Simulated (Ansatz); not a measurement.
System: interstitial Li in monoclinic ZrO2 with all lengths changed by -1 % (charge state +1). These are PBE, PAW (plane waves to 420 eV; Ansatz, a first-principles code) values and carry that method's errors.

Cell of 96 host sites held at the strained lattice (strain from the relaxed PBE one, atoms relaxed); the Γ point alone; Fermi-Dirac width 0.01 eV, spin-restricted; finite-size errors left in. Static, classical nuclei. The charge state is imposed; whether it is stable for some Fermi level was not computed. Sites that were not tried may lie lower.

Barriers: single points on a 2×2×2 k-point mesh shifted by half a step at the bands' geometries.

The step: a direct jump of one Li atom; the atom moves 3.35 Å along (0.00, -0.39, 0.50) of the unit cell; the moving atom starts with neighbours O at 1.81, O at 1.87, O at 2.07, O at 2.09, O at 2.17 Å and ends with O at 1.81, O at 1.87, O at 2.07, O at 2.09, O at 2.17 Å.

**Question.** Estimate the migration barrier of this step that PBE, PAW returns for this input.

**Answer.** 27.8 kcal/mol, the same both ways. At the saddle the moving atom has neighbours O at 1.68, O at 1.71, O at 1.77, O at 1.94 Å. The saddle point's order was not checked.
